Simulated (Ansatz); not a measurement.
**Converging shifted k-point meshes: AgO (P1, 8 atoms in the cell)**

```xyz
8
Lattice="5.7798 0.0000 0.0000 0.0000 3.5137 0.0000 -1.6408 0.0000 5.2678" Properties=species:S:1:pos:R:3 pbc="T T T"
Ag    -0.8204     1.7569     2.6839
Ag     0.0000     0.0000     0.0000
Ag     2.8899     1.7569     0.0000
Ag     2.0695     0.0000     2.6339
O      3.6299     0.5830     1.4762
O      0.5091     2.9307     3.7915
O      1.3295     2.3399     1.1576
O      2.8096     1.1738     4.1101
```

Method of the run: PBEsol, default PAW files made with PBE (plane waves; Ansatz, a program for electronic structure).

Base settings: basis.ecutwfc = 420 eV; kpoints.mp_grid.grid = 4 6 4; hamiltonian.xc = pbesol; hamiltonian.pseudopotentials = {kind: paw} (the program's default PAW files); scf.occupations.method = fermi_dirac; scf.occupations.width = 0.1 eV.

In this ladder: kpoints.mp_grid.shift = 0.5 0.5 0.5.

Only quantities that move along the ladder and can be compared are tabulated.

The starting cell comes from a database of computed structures (which also holds hypothetical and non-ambient phases and stackings), without a prior relaxation at this level. Its lattice was rescaled by up to half a per cent. One atom was moved a little off its site on purpose. Ansatz's pressure includes its estimate of the finite-basis (Pulay) stress. A gap is left out here, as mesh or smearing make it unsure.

Steps (kpoints.mp_grid.grid): 1 2 1; 2 2 2; 2 3 2; 3 4 3; 3 5 3; 3 5 4; 4 6 4; 4 7 5; 5 7 5; 5 8 6; 6 9 6; 7 10 7; 7 11 8; 9 13 9; 11 17 11.

### Question
What is the coarsest kpoints.mp_grid.grid that holds the forces within 0.02 eV/Å of the last step, with all finer ones?

### Answer
3 4 3; the step before is off by 0.042 eV/Å.

### Question
What is the coarsest kpoints.mp_grid.grid that holds the free energy within 1 meV/atom of the last step, with all finer ones?

### Answer
3 4 3; the step before is off by 3.1 meV/atom.

### Question
What is the coarsest kpoints.mp_grid.grid that holds the pressure within 0.1 GPa of the last step, with all finer ones?

### Answer
3 4 3; the step before is off by 0.19 GPa.

| kpoints.mp_grid.grid | free energy less the last step's (meV/atom) | pressure (GPa) | largest difference of a force vector from the last step's (eV/Å) |
|---|---|---|---|
| 1 2 1 | -45.77 | -2.09 | 0.712 |
| 2 2 2 | -25.39 | -1.34 | 0.135 |
| 2 3 2 | 3.10 | -0.82 | 0.042 |
| 3 4 3 | 0.82 | -1.01 | 0.007 |
| 3 5 3 | -0.15 | -1.02 | 0.012 |
| 3 5 4 | 0.63 | -1.00 | 0.005 |
| 4 6 4 | 0.30 | -1.00 | 0.005 |
| 4 7 5 | 0.12 | -1.00 | 0.002 |
| 5 7 5 | 0.04 | -1.01 | 0.000 |
| 5 8 6 | 0.00 | -1.01 | 0.001 |
| 6 9 6 | 0.00 | -1.01 | 0.000 |
| 7 10 7 | 0.00 | -1.01 | 0.000 |
| 7 11 8 | 0.00 | -1.01 | 0.000 |
| 9 13 9 | 0.00 | -1.01 | 0.000 |
| 11 17 11 | 0.00 | -1.01 | 0.000 |

Left out of this page: 1 run of the series stopped by limits of time or memory.

Keys are those of Ansatz 0.2.
